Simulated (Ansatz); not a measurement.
Consider ScF₃ in the ReO3 type structure (space group Pm-3m, No. 221; a = 4.020 Å). Axes: x, y, z lie along the cube axes.

Perturbation: uniaxial strain ε_xx = −5.17 %, all other strain components held at zero, atoms relaxed at fixed cell.

Levels (all Ansatz, an electronic-structure program, PAW): PBEsol (420 eV, without spin-orbit coupling); r2SCAN (500 eV, no spin-orbit coupling); HSE06 (420 eV, scalar-relativistic without spin-orbit coupling).

One geometry, relaxed with PBEsol, under each level:

```json
[
 {"level": "PBEsol", "band gap": "6.35 eV", "lowest conduction level above the VBM at special points": "Γ 6.35 eV; X 6.38 eV; Z 6.44 eV; M 7.27 eV", "pressure": "64.5 kbar"},
 {"level": "r2SCAN", "band gap": "7.13 eV", "lowest conduction level above the VBM at special points": "Γ 7.13 eV; X 7.17 eV; Z 7.21 eV; M 8.02 eV", "pressure": "75.0 kbar"},
 {"level": "HSE06", "band gap": "8.94 eV", "lowest conduction level above the VBM at special points": "Γ 8.94 eV; X 8.98 eV; Z 9.05 eV", "pressure": "–"}
]
```

Single points use the geometry relaxed with PBEsol. Their cutoffs differ, which shifts pressures a little. HSE06 was sampled on its mesh, a few special points and the semilocal edge points, so its gap is an upper bound. Whether these cells are dynamically stable was not tested. The base started in R32 and relaxed to Pm-3m at this level. The final runs are not spin-polarised. Labels are those of the standard path for the cell's own space group.
